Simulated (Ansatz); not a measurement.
BeS: energy against volume

BeS (zinc blende, F-43m, 13.793 Å³/atom and stress up to 0.01 GPa in the relaxed cell, cube axes along x, y and z) under hydrostatic pressure, with the cell free. LDA in Ansatz, a plane-wave DFT program (PAW, default set), 420 eV, 12×12×12 Γ-centred mesh, Fermi-Dirac smearing 0.05 eV; ions are relaxed, or left where forces stay under 0.02 eV/Å, within the symmetry of each cell.

Here V stands for volume and E for E less E0.

```csv
volume (Å³/atom),E less E0 (meV/atom),pressure (GPa)
14.0743,1.78,-1.99
13.9292,0.43,-0.99
13.7925,0.00,0.00
13.6723,0.33,0.90
13.5205,1.76,2.11
13.2409,7.49,4.50
12.7789,?,?
```

Q: Fit E against V with the third-order Birch-Murnaghan form, a cubic in V^(-2/3), and predict the withheld value at V = 12.7789.

A: With u = V^(-2/3) - 0.1747, the rows have u = -0.0031534, -0.0019641, -0.0008247, 0.0001929, 0.0014996, 0.0039714. Least squares gives E = 0.219 + 536.0·u + 326605·u² - 137482·u³. Residuals (row less fit): -0.001, 0.003, 0.001, -0.005, 0.003, 0.000; standard error 0.004 (degrees of freedom: 2). Its minimum lies at u = -0.0008201, so V0 = (0.1738799)^(-3/2) = 13.79. There d²E/du² = 653900 and d³E/du³ = -824900, so B0 = (4/9) × 13.79^(-7/3) × 653900 × 0.160218 = 102 GPa (the last factor turns the table's units into GPa), and B0' = 4 + (2/3) × 0.1738799 × (-824900)/653900 = 3.9. B0' rests on the cubic coefficient alone and has a standard error of 0.2 from these residuals. At the withheld row, u = 0.0082522, so E = 0.219 + 536.0 × 0.0082522 + 326605 × 0.0082522² - 137482 × 0.0082522³ = 26.806 meV/atom. The calculation gives 26.76 meV/atom, 0.046 meV/atom below the prediction (0.2 % of the range of E in the table). The row lies outside the fitted rows, so this is an extrapolation. The scatter of the fitted rows lies at the last printed digit.

Other structures, which can take over under pressure, weren't tried. The same form fitted to the pressure column gives B0' = 3.8; series where the two differ by over 0.4 aren't shown. Rows are the converged runs of the series near zero and its far end, less any whose ions stayed unrelaxed beside relaxed ones; series whose fitted rows scatter by over a few per cent of the range, as at a crossing or softening among them, aren't shown in this form.
